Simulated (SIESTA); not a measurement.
Input and output of a self-consistent single point for a (001) slab of Mg (cut from a parent of space group no. 194; 4 atoms in the cell) (SIESTA).

Computed with SIESTA 5.4.2 with LDA PW92, numerical atomic orbitals TZP, PseudoDojo LDA standard norm-conserving potentials (rewritten from UPF to PSML).

```
Mg
1.0
    3.20037     0.00000     0.00000
   -1.60018     2.77160     0.00000
    0.00000     0.00000    21.79160
Mg
4
Direct
  0.66667   0.33333   0.44041
  0.33333   0.66667   0.32122
  0.66667   0.33333   0.67878
  0.33333   0.66667   0.55959
```

Reference input (self-consistent single point, DFT, LDA PW92, numerical atomic orbitals TZP, PseudoDojo LDA standard norm-conserving potentials (rewritten from UPF to PSML)): XC.functional = LDA; XC.authors = PW92; potentials = PseudoDojo LDA standard; PAO.BasisSize = TZP; PAO.EnergyShift = 0.01 Ry; MeshCutoff = 300 Ry; kgrid.MonkhorstPack = 11 11 1; OccupationFunction = FD; ElectronicTemperature = 0.1 eV; MaxSCFIterations = 150; SCF.Mixer.Method = Broyden; SCF.Mixer.Weight = 0.1. This run's input differs from it in these lines:

```diff
@@ -29,4 +29,4 @@
 %block kgrid.MonkhorstPack
-   11   0   0  0.0
-    0  11   0  0.0
+   16   0   0  0.0
+    0  16   0  0.0
     0   0   1  0.0
```

Output, abridged:

```
        iscf     Eharris(eV)        E_KS(eV)     FreeEng(eV)     dDmax    Ef(eV) dHmax(eV)
   scf:    1    -6441.879091    -6447.559093    -6447.625538  1.054419 -2.907937  3.680481
   scf:    2    -6447.668233    -6447.644170    -6447.708548  0.043782 -2.882898  3.300063
   scf:    3    -6447.667414    -6447.655881    -6447.720390  0.008466 -2.905096  3.026328
   scf:    4    -6447.801199    -6447.734137    -6447.798601  0.108522 -3.188702  0.082058
   scf:    5    -6447.734693    -6447.734429    -6447.798864  0.002181 -3.196085  0.038151
   [... 7 lines left out ...]
   scf:   13    -6447.734835    -6447.734835    -6447.799288  0.000014 -3.186845  0.001045
   scf:   14    -6447.734834    -6447.734835    -6447.799288  0.000012 -3.186832  0.000943
   scf:   15    -6447.734834    -6447.734834    -6447.799288  0.000011 -3.186824  0.000851
   scf:   16    -6447.734834    -6447.734834    -6447.799288  0.000009 -3.186818  0.000769
SCF Convergence by DM+H criterion
max |DM_out - DM_in|         :     0.0000093313
max |H_out - H_in|      (eV) :     0.0007687031
SCF cycle converged after 16 iterations

Using DM_out to compute the final energy and forces

siesta: E_KS(eV) =            -6447.7348

siesta: E_KS - E_eggbox =     -6447.7348

siesta: Atomic forces (eV/Ang):
     1   -0.000003    0.000002   -0.012900
     2    0.000002   -0.000001    0.019560
     3   -0.000002    0.000001   -0.019560
     4    0.000003   -0.000002    0.012900
   Tot    0.000000   -0.000000    0.000000
   Max    0.019560
   Res    0.009566    sqrt( Sum f_i^2 / 3N )
   Max    0.019560    constrained

Stress tensor Voigt[x,y,z,yz,xz,xy] (kbar):       17.31       17.31        1.00       -0.00        0.00       -0.00
(Free)E + p*V (eV/cell)    -6449.2322
   [... lines left out ...]
siesta: FreeEng =     -6447.799288
   [... lines left out ...]

siesta: Cell volume =        193.294775 Ang**3

siesta: Pressure (static):
siesta:                Solid            Molecule  Units
siesta:          -0.00008074         -0.00007850  Ry/Bohr**3
siesta:          -0.00741305         -0.00720798  eV/Ang**3
siesta:         -11.87701150        -11.54846074  kBar

siesta: Electric dipole (a.u.)  =    0.000000    0.000000    0.000000
siesta: Electric dipole (Debye) =    0.000000    0.000000    0.000001
```

The run converged in 16 iterations. Against the reference run the free energy is nearly the same (within 1 meV/atom) and the largest force goes from 0.060 to 0.020 eV/Å.

The starting cell has typed, rounded lattice constants, without a prior relaxation at this level. The slab is cut from that crystal, and its faces are unrelaxed. Its lattice was rescaled by up to half a per cent. Values carry the incompleteness of an atom-centred basis.
